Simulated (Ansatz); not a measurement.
Effect of pressure 1.8 GPa on Bi2Se3

Base system: Bi$_{2}$Se$_{3}$ in the Bi2Te3 type structure (space group R-3m, No. 166; a = 4.082 Å, c = 27.664 Å (hexagonal axes)).

Perturbation: a hydrostatic pressure of 1.8 GPa.

Level of theory: PBEsol-D3(BJ) (Ansatz, a first-principles code; PAW; 420 eV plane waves; no spin-orbit coupling), earlier PAW set. Γ-centred 9×9×9 mesh, Fermi–Dirac width 0.05 eV.

The volume per atom decreases by 0.83 Å³ to 25.78 Å³ and the density rises by 0.263 g/cm³ (8.17 g/cm³ → 8.44 g/cm³). The lattice parameter a decreases by 0.0374 Å, from 4.082 Å to 4.044 Å and the c/a ratio falls by 0.0274, from 6.778 to 6.750. The shortest interatomic distance decreases by 0.014 Å (2.835 Å → 2.821 Å) and the band gap becomes 0.07 eV (base: zero) (uncertain: the edges found look like a band crossing or inverted bands; the changed cell).

Spin-orbit coupling, missing from the scalar runs, can matter with Bi. Load acts through the strain it causes; cell and atoms are relaxed under it. No phonon test of stability was made. All final runs are without spin polarisation. Gaps under 0.05 eV, about the width of the smearing, are given as zero. A zero or small gap of Bi2Se3 can be the functional's error rather than a property of the material.
